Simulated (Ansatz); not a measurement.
The starting structures come from a database of crystals and need not be the phases stable at ambient conditions.

 Where the default PAW files enter, the runs use the earlier of Ansatz's two default sets.

Inside the gap of an insulator the Bloch states are evanescent, with a wavenumber k + iκ along the transport direction.

```
CaNaVO4
1.0
    5.57766     0.00000     0.00000
    0.00000     7.20487     0.00000
    2.37463     0.00000     5.04692
Na Ca V O
2 2 2 8
Direct
  0.82139   0.75000   0.82139
  0.17861   0.25000   0.17861
  0.50000   0.50000   0.50000
  0.50000   0.00000   0.50000
  0.14800   0.75000   0.14800
  0.85200   0.25000   0.85200
  0.74516   0.05659   0.74516
  0.25484   0.94341   0.25484
  0.25484   0.55659   0.25484
  0.74516   0.44341   0.74516
  0.79691   0.75000   0.27767
  0.20309   0.25000   0.72233
  0.72233   0.25000   0.20309
  0.27767   0.75000   0.79691
```

Space group of this cell: Cmcm. The cell is taken as given; by r2SCAN its mean pressure is -6.2 GPa.

Transport runs along the normal of the first two printed cell vectors.

The gap is the functional's own, uncorrected, and κ follows it; spin-orbit coupling is left out. Mid-gap values are interpolated between the computed energies.

### Question
State the band gap and the smallest decay constant κ at mid-gap according to Ansatz (a quantum-chemistry and plane-wave program) with r2SCAN.

### Answer
Gap 3.83 eV on a 6×4×6 mesh; κ = 0.489 1/Å, at the zone centre.
